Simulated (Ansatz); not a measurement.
Consider Al in the fcc (Cu type) structure (space group Fm-3m, No. 225; a = 4.015 Å; relaxed with 0.1 eV smearing).

Calculations: PBEsol (Ansatz, a program for electronic structure), no spin-orbit coupling.

Base values:

The pressure is 0.0 GPa.

It is then changed as follows: the cell is scaled by 1.0300 in all directions, atoms relaxed at fixed cell.

Q: What happens to the energy relative to the base and pressure?

A: The energy goes up by 30 meV/atom; the pressure goes from zero to -5.9 GPa.

The cells carry an imposed strain or load. No phonon test of stability was made.
